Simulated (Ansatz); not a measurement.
Structure of amorphous Si₂₄O₄₉Mg (periodic cell):

```
MgO49Si24
1.0
   10.19131     0.02119    -0.10244
    0.02119    10.38988    -0.61055
   -0.10244    -0.61055    10.78909
Si O Mg
24 49 1
Direct
  0.50588   0.36766   0.15151
  0.21885   0.99535   0.15979
  0.45692   0.75824   0.31604
  0.12794   0.47314   0.03355
  0.46485   0.18339   0.92320
  0.47744   0.03114   0.31584
  0.87158   0.93799   0.54901
  0.97499   0.04299   0.79453
  0.54471   0.62028   0.05703
  0.56758   0.98170   0.57421
  0.93738   0.59911   0.86403
  0.73160   0.04093   0.98254
  0.52696   0.26780   0.68017
  0.71713   0.20685   0.23694
  0.73539   0.48762   0.66287
  0.32471   0.71599   0.04988
  0.19031   0.17781   0.95265
  0.98237   0.86260   0.28608
  0.80512   0.41111   0.41913
  0.04656   0.77759   0.68650
  0.53625   0.69314   0.55863
  0.04319   0.56151   0.31124
  0.79281   0.78411   0.06204
  0.25522   0.67289   0.48659
  0.52682   0.46929   0.04470
  0.07148   0.15986   0.84911
  0.85531   0.44333   0.56719
  0.02987   0.71585   0.29868
  0.41975   0.41625   0.26783
  0.71518   0.94778   0.52302
  0.70654   0.88814   0.99577
  0.68893   0.67147   0.09251
  0.45277   0.69319   0.95874
  0.80271   0.54570   0.79739
  0.31334   0.76387   0.38205
  0.15946   0.09759   0.07133
  0.82311   0.25915   0.34734
  0.65839   0.35931   0.68967
  0.33563   0.06153   0.25159
  0.27534   0.86178   0.07647
  0.08485   0.48423   0.17788
  0.84962   0.04638   0.88497
  0.10035   0.94604   0.23798
  0.57170   0.11106   0.67098
  0.39171   0.61327   0.54703
  0.59475   0.09147   0.92677
  0.64023   0.61321   0.63362
  0.46515   0.01365   0.46269
  0.77796   0.11248   0.11975
  0.42777   0.67020   0.17452
  0.66023   0.33205   0.17756
  0.59259   0.13113   0.29332
  0.85658   0.85236   0.19077
  0.00814   0.48593   0.93401
  0.22002   0.60264   0.02167
  0.65279   0.44328   0.42558
  0.43249   0.30199   0.57039
  0.51400   0.88277   0.25672
  0.19876   0.33444   0.99615
  0.16406   0.55680   0.41622
  0.44285   0.24226   0.06731
  0.17440   0.75864   0.59545
  0.94221   0.94248   0.41698
  0.51869   0.84380   0.62318
  0.47464   0.28895   0.82478
  0.56563   0.70284   0.40781
  0.90596   0.71880   0.97205
  0.05986   0.90673   0.78832
  0.91373   0.80013   0.60198
  0.03507   0.65214   0.76243
  0.92276   0.05599   0.65190
  0.90640   0.50133   0.34820
  0.32315   0.11093   0.89011
  0.46972   0.40340   0.43869
```

Methods: PBE, scalar-relativistic without spin-orbit coupling (Ansatz, an electronic-structure program); r2SCAN, scalar-relativistic without spin-orbit coupling (Ansatz); HSE06, scalar-relativistic without spin-orbit coupling (Ansatz). Neutral PBE cell, which sets geometry, pressure and energy: sampling: a 2×2×2 Γ-centred mesh; Fermi-Dirac width 0.02 eV; no spin polarisation. Exact exchange is cut at the faces of this 10 Å cell, which leaves hybrid gaps a finite-size error.

The cell was made by melting and quenching with the CHGNet potential and then relaxed with DFT. O atoms were pushed apart under 1.9 Å during the dynamics, to hinder bonds among them. The hot cell started wider than the set density and was brought back towards it in steps. It is the lowest in DFT energy of 2 quenches. It is a model cell: composition and starting density were chosen by hand, and all elements were melted together. No dispersion term was used. Its density started from a set value of 2.22 and ended at 2.16 g/cm³. The quench (nominally 400 K/ps over its main leg) was far faster than any real one, so the model tends to hold more defects than a real film. One small periodic cell is one sample of the glass; other quenches scatter about these values. Volume and shape were free in the relaxation.

### Question
Give the pressure, the energy against reference phases and the spacing of the highest filled and lowest empty levels.

### Answer

```json
{
 "Pressure on a 2×2×2 Γ-centred mesh": "0.03 GPa",
 "Largest force and stress component on that mesh (the relaxation ran on the zone centre alone)": "0.02 eV/Å and 0.1 GPa",
 "Energy relative to alpha cristobalite + rock-salt MgO (lowest mix at this level among the phases computed, not always the ambient ones)": "0.114 eV/atom",
 "Level gap on a 2×2×2 Γ-centred mesh (PBE)": "3.99 eV",
 "Level gap at the zone centre (PBE)": "3.98 eV",
 "Level gap at the zone centre (r2SCAN)": "4.63 eV",
 "Level gap at the zone centre (HSE06)": "5.73 eV",
 "Distance between the nearest levels spread over more than a fifth of the atoms or a third of the atoms of their main element (six at least) (PBE, zone centre)": "5.20 eV"
}
```

### Question
At PBE and the zone centre, how localised are the states just below and above the Fermi level (participation number: the atoms over which a state spreads)?

### Answer
The highest filled state is spread over 2.4 atoms' worth, largest on O56, with weights by element (charge in smoothed Voronoi cells) O 0.95, Si 0.04, Mg 0.01. The lowest empty state is spread over 50.3 atoms' worth, largest on Si16, with weights by element (charge in smoothed Voronoi cells) O 0.70, Si 0.29, Mg 0.01.

At PBE the levels at the filled edge of the gap are localised (band-tail or defect states), and the nearest spread-out levels lie 5.2 eV apart at the zone centre.

Bonds are counted up to Si-Si 2.60 Å, Si-O 1.94 Å, Si-Mg 2.82 Å, O-O 1.58 Å, O-Mg 2.48 Å, Mg-Mg 3.19 Å. Two cations that share two anions don't count as bonded, nor two that share one unless they lie closer than Si-Si 2.38 Å, Si-Mg 2.74 Å, Mg-Mg 3.10 Å.

Added carriers, by Ansatz with PBE, scalar-relativistic without spin-orbit coupling on the zone centre alone. Charged cells keep the cell fixed and stand in a uniform background, with no image correction, at a width of 0.01 eV; where the count is odd the moment is locked at 1 μB, unless the neutral cell bore moments. Each starts from the undistorted neutral geometry alone. PBE's self-interaction favours spread-out carriers, so it can miss traps that a hybrid finds.

### Question
What happens at PBE when the cell takes an extra electron and the atoms relax?

### Answer
Relaxation lowers the charged cell by 1.68 eV. The largest moves are Si16 0.90 Å, O50 0.50 Å, O66 0.25 Å, O29 0.22 Å. The level that holds the added charge spreads over 2.7 atoms' worth, most on Si16 (weight 0.58): a localised (trapped) carrier, which neighbours of that atom can share. Bonds broken: Si16-O50. Made neutral again at that geometry, the cell lies +2.31 eV from the neutral start (a closed shell was imposed there, with levels 0.09 eV apart, so this is an upper bound).

### Question
What happens at PBE when the cell takes a hole and the atoms relax?

### Answer
Relaxation lowers the charged cell by 0.43 eV. The largest moves are Mg74 0.21 Å, O27 0.19 Å, O29 0.17 Å, O56 0.14 Å. The level that was emptied spreads over 3.4 atoms' worth, most on O56 (weight 0.49): a localised (trapped) carrier, which neighbours of that atom can share. Bonds formed: O45-Mg74. Made neutral again at that geometry, the cell lies +0.76 eV from the neutral start.
